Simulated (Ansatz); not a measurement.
BP, response to strain

The reference is BP in the zinc blende structure (space group F-43m, No. 216).

```xyz
2
Lattice="0.0000 2.2683 2.2683 2.2683 0.0000 2.2683 2.2683 2.2683 0.0000" Properties=species:S:1:pos:R:3 pbc="T T T"
B      0.0000     0.0000     0.0000
P      1.1341     1.1341     1.1341
```

Cartesian axes are those of the cell as printed.

Strains are applied to the cell and any free atomic positions relax.

Method: r2SCAN/PAW in Ansatz (a quantum-chemistry and plane-wave program), no SOC.

Notes on the quantities. energy relative to the base: free energy F.

| change | volume per atom | electron mass | energy relative to the base |
|---|---|---|---|
| base | 11.67 Å³ | 1.3 mₑ along k, 0.22 mₑ across (off the special points) | 0 meV/atom |
| uniaxial strain ε_zz = −3.00 % | 11.32 Å³ | 1.2 mₑ along k, 0.22 mₑ across (off the special points) | +12 meV/atom |
| uniaxial strain ε_zz = −2.50 % | 11.38 Å³ | 1.2 mₑ along k, 0.22 mₑ across (off the special points) | +8.4 meV/atom |
| uniaxial strain ε_zz = −2.00 % | 11.44 Å³ | 1.2 mₑ along k, 0.22 mₑ across (off the special points) | +5.3 meV/atom |
| uniaxial strain ε_zz = −1.50 % | 11.50 Å³ | 1.3 mₑ along k, 0.22 mₑ across (off the special points) | +3.0 meV/atom |
| uniaxial strain ε_zz = −1.00 % | 11.55 Å³ | 1.3 mₑ along k, 0.22 mₑ across (off the special points) | +1.3 meV/atom |
| uniaxial strain ε_zz = −0.50 % | 11.61 Å³ | 1.3 mₑ along k, 0.22 mₑ across (off the special points) | ___ |

Task: Some entries are withheld; estimate them.

Result: 
- uniaxial strain ε_zz = −0.50 %, energy relative to the base: +0.3 meV/atom

The levels and masses belong to the bands next to the band gap. Masses are band curvatures over ±0.01 Å⁻¹ around the edge. Along k means along the line from Γ to the band edge. Whether these cells are dynamically stable was not tested. k-point labels follow each cell's own Brillouin zone.
